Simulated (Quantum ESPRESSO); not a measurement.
## Parameter sweep on Ag3F (P6_3/mmc, 8 atoms in the cell)

```
Ag3F
1.0
    5.80949     0.00000     0.00000
   -2.90475     5.03117     0.00000
    0.00000     0.00000     4.57634
Ag F
6 2
Cartesian
  1.45824   0.84192   3.43226
  1.44650   4.18925   1.14409
  0.00000   1.68383   1.14409
  2.90475   3.34734   3.43226
  4.35125   0.84192   3.43226
 -1.44650   4.18925   1.14409
  2.90475   1.67705   1.14409
  0.00000   3.35411   3.43226
```

Base run A: LDA (PZ), GBRV 1.5 ultrasoft (LDA) pseudopotentials (Quantum ESPRESSO), self-consistent single point.

Its settings: ecutwfc = 40 Ry; ecutrho = 320 Ry; occupations = smearing; smearing = fermi-dirac; degauss = 0.0036749 Ry; potentials = {Ag: ag_lda_v1.4.uspp.F.UPF, F: f_lda_v1.4.uspp.F.UPF}; K_POINTS = automatic 4 4 4 0 0 0; conv_thr = 1e-10 Ry; mixing_beta = 0.3.

The starting cell comes from a database of computed structures (which also holds hypothetical and non-ambient phases and stackings), without a prior relaxation at this level. In the base run, with a pressure of about -12 GPa the cell is away from its equilibrium volume at this level. The run gives no clean gap (levels at the Fermi energy touch, overlap or are partly filled at this smearing), which alone does not show that the compound is a metal. Without a gap this mesh is coarse (it stands for a supercell whose shortest vector is 18 Å).

```json
[
 {"run": "A", "change": "base", "pressure (GPa)": "-12.09", "largest force (eV/Å)": "0.082"},
 {"run": "B", "change": "ecutwfc: 40 Ry → 60 Ry; ecutrho: 320 Ry → 480 Ry; pseudopotentials: {Ag: ag_lda_v1.4.uspp.F.UPF, F: f_lda_v1.4.uspp.F.UPF} → {Ag: Ag_ONCV_PBE-1.0.oncvpsp.upf, F: f_pbe_v1.4.uspp.F.UPF}; input_dft: default → pw91 [PW91]", "pressure (GPa)": "-1.11", "largest force (eV/Å)": "0.011"},
 {"run": "C", "change": "ecutwfc: 40 Ry → 60 Ry; ecutrho: 320 Ry → 480 Ry; pseudopotentials: {Ag: ag_lda_v1.4.uspp.F.UPF, F: f_lda_v1.4.uspp.F.UPF} → {Ag: Ag_ONCV_PBE-1.0.oncvpsp.upf, F: f_pbe_v1.4.uspp.F.UPF}; input_dft: default → wc [Wu-Cohen GGA]", "pressure (GPa)": "-6.54", "largest force (eV/Å)": "0.046"},
 {"run": "D", "change": "ecutwfc: 40 Ry → 60 Ry; ecutrho: 320 Ry → 480 Ry; pseudopotentials: {Ag: ag_lda_v1.4.uspp.F.UPF, F: f_lda_v1.4.uspp.F.UPF} → {Ag: Ag_ONCV_PBE-1.0.oncvpsp.upf, F: f_pbe_v1.4.uspp.F.UPF}; input_dft: default → b86bpbe [B86bPBE]", "pressure (GPa)": "0.24", "largest force (eV/Å)": "0.023"},
 {"run": "E", "change": "ecutwfc: 40 Ry → 60 Ry; ecutrho: 320 Ry → 480 Ry; pseudopotentials: {Ag: ag_lda_v1.4.uspp.F.UPF, F: f_lda_v1.4.uspp.F.UPF} → {Ag: Ag_ONCV_PBE-1.0.oncvpsp.upf, F: f_pbe_v1.4.uspp.F.UPF}; input_dft: default → vdw-df [vdW-DF]", "pressure (GPa)": "4.07", "largest force (eV/Å)": "0.091"},
 {"run": "F", "change": "ecutwfc: 40 Ry → 60 Ry; ecutrho: 320 Ry → 480 Ry; pseudopotentials: {Ag: ag_lda_v1.4.uspp.F.UPF, F: f_lda_v1.4.uspp.F.UPF} → {Ag: Ag_ONCV_PBE-1.0.oncvpsp.upf, F: f_pbe_v1.4.uspp.F.UPF}; input_dft: default → vdw-df2 [vdW-DF2]", "pressure (GPa)": "6.07", "largest force (eV/Å)": "0.196"},
 {"run": "G", "change": "ecutwfc: 40 Ry → 60 Ry; ecutrho: 320 Ry → 480 Ry; pseudopotentials: {Ag: ag_lda_v1.4.uspp.F.UPF, F: f_lda_v1.4.uspp.F.UPF} → {Ag: Ag_ONCV_PBE-1.0.oncvpsp.upf, F: f_pbe_v1.4.uspp.F.UPF}; input_dft: default → vdw-df-cx [vdW-DF-cx]", "pressure (GPa)": "-5.99", "largest force (eV/Å)": "0.039"},
 {"run": "H", "change": "ecutwfc: 40 Ry → 60 Ry; ecutrho: 320 Ry → 480 Ry; pseudopotentials: {Ag: ag_lda_v1.4.uspp.F.UPF, F: f_lda_v1.4.uspp.F.UPF} → {Ag: Ag_ONCV_PBE-1.0.oncvpsp.upf, F: f_pbe_v1.4.uspp.F.UPF}; input_dft: default → vdw-df-obk8 [optB88-vdW]", "pressure (GPa)": "-2.55", "largest force (eV/Å)": "0.034"},
 {"run": "I", "change": "ecutwfc: 40 Ry → 60 Ry; ecutrho: 320 Ry → 480 Ry; pseudopotentials: {Ag: ag_lda_v1.4.uspp.F.UPF, F: f_lda_v1.4.uspp.F.UPF} → {Ag: Ag_ONCV_PBE-1.0.oncvpsp.upf, F: f_pbe_v1.4.uspp.F.UPF}; input_dft: default → vdw-df-ob86 [optB86b-vdW]", "pressure (GPa)": "-4.37", "largest force (eV/Å)": "0.009"},
 {"run": "J", "change": "ecutwfc: 40 Ry → 60 Ry; ecutrho: 320 Ry → 480 Ry; pseudopotentials: {Ag: ag_lda_v1.4.uspp.F.UPF, F: f_lda_v1.4.uspp.F.UPF} → {Ag: Ag_ONCV_PBE-1.0.oncvpsp.upf, F: f_pbe_v1.4.uspp.F.UPF}; input_dft: default → vdw-df2-b86r [rev-vdW-DF2]", "pressure (GPa)": "-3.81", "largest force (eV/Å)": "0.003"}
]
```

Run I against A: The pressure goes from -12.09 to -4.37 GPa and the largest force goes from 0.082 to 0.009 eV/Å.

Run B against A: The pressure goes from -12.09 to -1.11 GPa and the largest force goes from 0.082 to 0.011 eV/Å.

Run G against A: The pressure goes from -12.09 to -5.99 GPa and the largest force goes from 0.082 to 0.039 eV/Å.
